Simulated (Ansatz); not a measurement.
Computed with PBE (plane waves to 420 eV, PAW; Ansatz, a quantum-chemistry and plane-wave program).

Plane-averaged electrostatic potential energy along the normal, in eV from the highest filled level, for a constructed model of the (111)A surface of zinc-blende ZnS, Zn-terminated, 2x2 O adatom at H3 (bottom of the slab: 2 H on 4 bottom sites):

```csv
z (Å),V (eV)
4.06,5.18
4.35,5.18
4.64,5.18
4.93,5.18
5.22,5.18
5.51,5.18
5.80,5.18
6.09,5.18
6.38,5.17
6.67,5.17
6.96,5.16
7.25,5.13
7.54,5.07
7.83,4.92
8.12,4.52
8.41,3.54
8.70,2.62
8.99,0.62
9.28,-2.36
9.57,-5.03
9.86,-7.52
10.15,-8.24
10.44,-6.93
10.73,-4.19
11.02,-0.98
11.31,2.13
11.60,3.33
11.89,2.86
12.18,0.06
12.47,-3.34
12.76,-5.71
13.05,-8.13
13.34,-8.30
13.63,-6.04
13.92,-3.43
14.21,-0.28
14.50,2.59
14.79,3.43
15.08,2.62
15.37,-0.57
15.66,-3.89
15.95,-6.57
16.24,-8.21
16.53,-7.46
16.82,-4.92
17.11,-2.44
17.40,0.29
17.69,2.14
17.98,2.72
18.27,1.22
18.56,-1.77
18.85,-4.01
19.14,-5.85
19.43,-6.78
19.72,-5.84
20.01,-4.53
20.30,-2.52
20.59,-0.45
20.88,1.67
21.17,3.16
21.46,4.39
21.75,5.10
22.04,5.33
22.33,5.42
22.62,5.46
22.91,5.48
23.20,5.48
23.49,5.49
23.78,5.49
24.07,5.49
24.36,5.49
24.65,5.49
24.94,5.49
25.23,5.49
```

Slab: 35 atoms, 12.5 Å thick at the start with caps and adatoms (thin: gaps and levels are the slab's own); k 3x3x1, smearing 0.025 eV, dipole-corrected; 8 atoms held, the rest relaxed; held to the start's symmetry, so lower structures may exist; no spin, no spin-orbit, no U. In PBE it is, or lies within 0.01 eV a 1x1 cell of, the lowest of the 2 structures of its composition computed so far; subsurface sites and larger cells were not tried.

Question: The surface cell has an area of 51.33 Å². What dipole along the normal does the step between the two vacuum levels imply?

Answer: the top vacuum level lies 0.31 eV above the bottom one; p = −ε₀ A ΔV (ε₀ = 0.005526 e/(V·Å)) gives -0.09 e·Å a cell.
